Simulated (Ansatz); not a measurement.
The parent structure is SiC (space group P6_3mc, No. 186; a = 3.0781 Å, c = 10.0760 Å).

Now apply this change: the cell is scaled by 1.0075 in all directions; the atoms relax in the strained cell.

The values are results of PBEsol (Ansatz, a first-principles code), scalar-relativistic without spin-orbit coupling, not measurements.

Base, band edges from the VBM (valence, conduction): K -1.68, 3.86; H -2.47, 3.12; M -1.13, 2.12; L -1.56, 2.53; A -0.21, 5.23; Γ 0.00, 5.03 eV.

**Question.** Give the band edges at the high-symmetry points of the new zone, measured from its valence-band maximum.

**Answer.** 
```csv
point,valence edge (eV),conduction edge (eV)
Γ,0.00,4.83
M,-1.12,2.11
K,-1.67,3.85
A,-0.21,5.04
L,-1.55,2.52
H,-2.43,3.11
```

The gap is 2.11 eV, indirect, Γ → M.

Whether these cells are dynamically stable was not tested.
